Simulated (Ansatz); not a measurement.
How the lattice parameter a of MoS (model structure, started from the CsCl type, Pm-3m, No. 221, 2 atoms in the cell) moves with the method

No measured value is used here.

| level (code) | value (Å) |
|---|---|
| LDA (Ansatz) | 2.955 |
| PBE (Ansatz) | 3.005 |
| PBEsol (Ansatz) | 2.970 |
| r²SCAN (Ansatz) | 2.999 |

The crystal itself was run without spin with LDA, PBE, PBEsol, r²SCAN; a magnetic state was not tried in these runs. LDA, PBE, PBEsol, r²SCAN: the run has no spin polarisation, so it can have missed a magnetic state. Cutoffs differ between the levels. Ansatz's density-functional and Hartree–Fock values are scalar-relativistic unless marked +SOC, with PAW data made under PBE.

A model structure was made by putting elements into a prototype or built by hand; it is no filed structure, need not be a known phase, and can be a saddle point held by its symmetry.

Ansatz is a quantum-chemistry and plane-wave program.
